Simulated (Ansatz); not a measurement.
GeSb4Te7 (P-3m1, No. 164, 12 atoms in the cell; start mp-29641), treated with HSE06 (Ansatz, a quantum-chemistry and plane-wave program, PAW).

Run with plane-wave cutoff 500 eV, 6×6×1 k mesh (along the axes of the cell as run), gaussian smearing 0.02 eV, scalar-relativistic PAW data made under PBE.

Cell (relaxed with r²SCAN):

```xyz
12
Lattice="4.2928 0.0000 0.0000 -2.1464 3.7177 0.0000 0.0000 0.0000 24.7154" Properties=species:S:1:pos:R:3 pbc="T T T"
Ge     0.0000     0.0000    12.3577
Sb     2.1464     1.2392    22.7213
Sb     0.0000     2.4785     1.9941
Sb     0.0000     2.4785     8.6571
Sb     2.1464     1.2392    16.0582
Te     0.0000     2.4785    21.0252
Te     2.1464     1.2392     3.6902
Te     0.0000     0.0000    17.7483
Te     0.0000     0.0000     6.9671
Te     2.1464     1.2392    10.6718
Te     0.0000     2.4785    14.0436
Te     0.0000     0.0000     0.0000
```

Give the computed band gap.


* **band gap**: 0.88 eV (on the SCF k mesh)

Note: cell and atoms aren't relaxed at this level (largest force component 0.18 eV/Å, pressure -0.9 GPa).

Spin–orbit coupling is not included; with these elements it can move the gap by several tenths of an eV or more.

Static lattice: no zero-point or thermal effects.

A start named mp-… is a Materials Project structure, which need not be a measured phase.
